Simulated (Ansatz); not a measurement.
## Au: energy against strain

Au (fcc, Fm-3m, 16.579 Å³/atom and stress up to 0.01 GPa in the relaxed cell) under an equal strain ε in the (001) plane with the normal axis free, as in a coherent film. LDA in Ansatz, a plane-wave DFT program (PAW, default set), 420 eV, 28×28×28 Γ-centred mesh, Fermi-Dirac smearing 0.10 eV.

Here s stands for strain and y for E less E0.

```csv
strain (%),E less E0 (meV/atom)
-3.00,?
-1.50,2.42
-1.00,1.05
-0.50,0.26
0.00,0.00
0.50,0.26
1.00,0.96
1.50,1.95
```

Fit y of the 7 rows that show it with a parabola. Least squares gives y = 0.020 - 0.1136·s + 0.9662·s². Residuals (row less fit): 0.056, -0.050, -0.058, -0.020, 0.055, 0.087, -0.074; standard error 0.080 (degrees of freedom: 4). The quadratic coefficient over the volume, 0.9662 meV × 10⁴ × 0.1602 / 16.579 Å³, is the biaxial elastic modulus of this plane = about 93 GPa.

Question: Predict the withheld y at s = -3.00 from the fit, and compare with the calculation.

Answer: y = 0.020 - 0.1136 × (-3.0) + 0.9662 × (-3.0)² = 9.057 meV/atom. The calculation gives 10.65 meV/atom, 1.593 meV/atom above the prediction (15.0 % of the range of y in the table). The row lies outside the fitted rows, so this is an extrapolation. From the scatter of the fitted rows alone, a prediction at this place has a standard error of 0.305 meV/atom, so the miss is 5.2 times that.

A polynomial of degree 3 through the 12 other runs of the series gives 10.95 there, so most of the miss is curvature that the fit leaves out. In a metal these values are sensitive to mesh and smearing; energies are taken to zero smearing, stresses follow the free energy. Spin-orbit coupling is left out, which can shift these values for the heavy elements here. Rows are the converged runs of the series near zero and its far end; series whose fitted rows scatter by over a few per cent of the range, as at a crossing or softening among them, aren't shown in this form, nor equations of state whose B0' disagrees with the runs' pressures. Most that stay on the fit to the last digits aren't either.
